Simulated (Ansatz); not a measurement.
Structures of equal composition on the (111) surface of fcc Al: a layer of Sn in place of the second plane; a layer of Sn in place of the third plane. The slabs share one bottom face, and each structure is named by its start. These are constructed structures in small cells; real faces may alloy, dewet or reconstruct in larger ones, and not all known structures of the face are among them. Slabs of about 12 Å, Fermi-Dirac smearing of 0.1 eV. Bottom of the slabs: a bare face, its two planes held. Relaxed from the named starts with such symmetry as they have, on meshes of like density; energies extrapolated to zero smearing; spin only where a row says so; no spin-orbit coupling, no U. Brackets mark spin-polarised runs, whose order is one that fits the cell.

Computed with PBE (plane waves to 420 eV, PAW; Ansatz, a quantum-chemistry and plane-wave program).

**Question.** Order them by energy per 1x1 cell (lowest first) at the level PBE.

**Answer.** a layer of Sn in place of the second plane (0.000 eV), a layer of Sn in place of the third plane (0.023 eV)
